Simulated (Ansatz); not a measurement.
A computed series for SiSe2: response to strain

Start from SiSe2 (space group Ibam, No. 72; a = 6.301 Å, b = 9.302 Å, c = 5.856 Å; made of chains). Axes: x, y, z lie along a, b, c of the conventional cell.

Strains are applied to the cell and any free atomic positions relax; under biaxial strain the out-of-plane vector relaxes too.

The values are results of plane-wave PAW DFT at the PBEsol level (Ansatz, a quantum-chemistry and plane-wave program, 420 eV), scalar-relativistic without spin-orbit coupling, not measurements.

Notes on the quantities. pressure: mean of the normal stresses, compression positive; energy relative to the base: free energy F.

| change | band gap | smallest direct gap | pressure | energy relative to the base |
|---|---|---|---|---|
| base | 1.65 eV | 1.71 eV | 0.01 GPa | 0 meV/atom |
| biaxial strain −3.32 %, plane normal [001], relaxed out of plane | 1.47 eV | 1.60 eV | 0.41 GPa | +3.1 meV/atom |
| biaxial strain −1.99 %, plane normal [001], relaxed out of plane | 1.55 eV | 1.64 eV | 0.21 GPa | +1.0 meV/atom |
| isotropic strain −0.97 % | 1.58 eV | 1.64 eV | 0.42 GPa | +1.1 meV/atom |
| isotropic strain −0.51 % | 1.61 eV | 1.68 eV | 0.21 GPa | +0.3 meV/atom |
| uniaxial strain ε_yy = −0.96 % | 1.63 eV | 1.68 eV | 0.05 GPa | +0.1 meV/atom |

A biaxial case was relaxed in a doubled cell and then solved in the primitive one. No phonon test of stability was made. No dispersion term is included in the PBEsol runs.
